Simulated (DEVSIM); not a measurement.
Structure: TaN/SiO2/n-Si capacitor, at 300 K.

Layer 1 from the left is SiO2, thickness (nm) 50.0. Layer 2 from the left is Si, thickness (nm) 11000, Nd (cm⁻³) 2.8e15.

Metal gate on the left, work function 4.4 eV. Fixed charge at the semiconductor interface 2.6e11 cm⁻² (in units of +e); interface traps 7.4e11 cm⁻² eV⁻¹, uniform in energy, neutral level at 0.3 of the gap above the valence band.

Constants are typed, rounded textbook-type inputs, not results; the design itself was drawn at random and stands for no fabricated device. Values at 300 K.

SiO2: gap (eV) 9, affinity (eV) 0.9, permittivity 3.9. Si: gap (eV) 1.124, affinity (eV) 4.05, permittivity 11.7, Nc (cm⁻³) 2.86e19, Nv (cm⁻³) 3.1e19.

DEVSIM, 1D Poisson equation in equilibrium, Boltzmann statistics, complete ionisation; no quantum confinement or tunnelling. Metal contacts follow the ideal Schottky-Mott rule: no Fermi-level pinning, no interface dipoles.

Problem. What does the simulation give for the minimum of the low-frequency capacitance, the flat-band voltage?

Solution. minimum of the low-frequency capacitance 0.0463 μF/cm²; flat-band voltage 0.45 V.
